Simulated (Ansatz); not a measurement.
## Mo2N under load (space group I4_1/amd): band-structure transport figures

```xyz
6
Lattice="-2.1027 2.1027 3.9684 2.1027 -2.1027 3.9684 2.1027 2.1027 -3.9684" Properties=species:S:1:pos:R:3 pbc="T T T"
Mo     0.0000     2.1027     3.8823
Mo     0.0000     0.0000     1.8981
Mo     0.0000     0.0000     6.0387
Mo     0.0000     2.1027     0.0861
N      2.1027     0.0000     1.9842
N      0.0000     0.0000     3.9684
```

The numbers are results of PBEsol, rigid bands (plane waves, PAW, scalar-relativistic; Ansatz, an electronic-structure program), not measurements. Condition of this run: hydrostatic pressure 2 GPa (the target of the relaxation). Cell: cell and atoms relaxed with PBEsol, then loaded as said.

| Quantity | Result |
|---|---|
| density of states at the Fermi level | 4.43 states/(eV·cell), both spins |
| bare Sommerfeld coefficient | 1.74 mJ/(mol of atoms·K²) |
| Drude plasma energy | 5.4 (x), 5.4 (y), 5.2 (z) eV |
| root-mean-square Fermi velocity | 4.2e5 m/s |
| resistivity times τ | 16.6 (x), 16.6 (y), 18.4 (z) ×10⁻²² Ω·m·s |

A metal at this level (no band gap); rigid bands, thermally averaged at 300 K, both spins. Spin-orbit coupling is left out. τ is one relaxation time for all states.

Formula and space group known from diffraction (Crystallography Open Database), not checked to be the room-temperature form: Mo2N under load (space group I4_1/amd).
